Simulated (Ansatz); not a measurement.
**A computed series for CdS: response to strain**

Base system: CdS in the zinc blende structure (space group F-43m, No. 216; a = 5.757 Å).

Strains are applied to the cell and any free atomic positions relax.

Method: LDA (Ansatz, an electronic-structure program; PAW; 420 eV plane waves; without spin-orbit coupling).

Notes on the quantities. energy relative to the base: free energy F.

```csv
change,band gap,electron mass,energy relative to the base,pressure
base,0.95 eV,0.10 mₑ (at Γ),0 meV/atom,0.0 kbar
isotropic strain −3.00 %,1.13 eV,0.12 mₑ (at Γ),+46 meV/atom,76.7 kbar
isotropic strain −2.50 %,1.10 eV,0.12 mₑ (at Γ),+31 meV/atom,61.5 kbar
isotropic strain −2.00 %,1.07 eV,0.11 mₑ (at Γ),+20 meV/atom,47.4 kbar
isotropic strain −1.50 %,1.04 eV,0.11 mₑ (at Γ),+11 meV/atom,34.2 kbar
isotropic strain −1.00 %,1.01 eV,0.11 mₑ (at Γ),+4.7 meV/atom,22.0 kbar
isotropic strain −0.50 %,0.98 eV,0.11 mₑ (at Γ),+1.2 meV/atom,10.6 kbar
isotropic strain +1.00 %,0.88 eV,0.100 mₑ (at Γ),+4.4 meV/atom,-19.0 kbar
isotropic strain +1.50 %,0.85 eV,0.097 mₑ (at Γ),+9.7 meV/atom,-27.4 kbar
isotropic strain +3.00 %,0.76 eV,0.089 mₑ (at Γ),+37 meV/atom,-49.2 kbar
```

Effective masses come from finite differences of ±0.01 Å⁻¹. Gaps are Kohn–Sham eigenvalue differences; semilocal functionals usually give less than the measured gap. Whether these cells are dynamically stable was not tested.
